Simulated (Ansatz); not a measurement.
A calculation on BaCu2S2 (Pnma, No. 62) returned cohesive energy 4.47 eV/atom, band gap 1.28 eV.

Task: Which level of theory produced these numbers?
A) LDA (Ansatz (a program for electronic structure))
B) r²SCAN (Ansatz)
C) PBEsol (Ansatz)
D) r²SCAN+rVV10 (Ansatz)

Result: D, r²SCAN+rVV10 (Ansatz)

The others give: r²SCAN 4.27 eV/atom, 1.33 eV; PBEsol 4.42 eV/atom, 0.96 eV; LDA 4.88 eV/atom, 0.89 eV.

Unless a cell is named, each level is at its own relaxed cell (LDA 17.82, PBEsol 18.41, r²SCAN 19.25, r²SCAN+rVV10 18.94 Å³/atom).

Levels without +SOC have no spin–orbit coupling; where heavier elements are present it shifts gaps, mostly down, and can invert bands. Density-functional gaps are differences of (generalised) Kohn–Sham levels.

Caveats: the relaxation could not lower the start's symmetry, so the cell can be a saddle point above a distorted one (r²SCAN, PBEsol, LDA, r²SCAN+rVV10). Ansatz's density-functional and Hartree–Fock values are scalar-relativistic unless marked +SOC, with PAW data made under PBE.
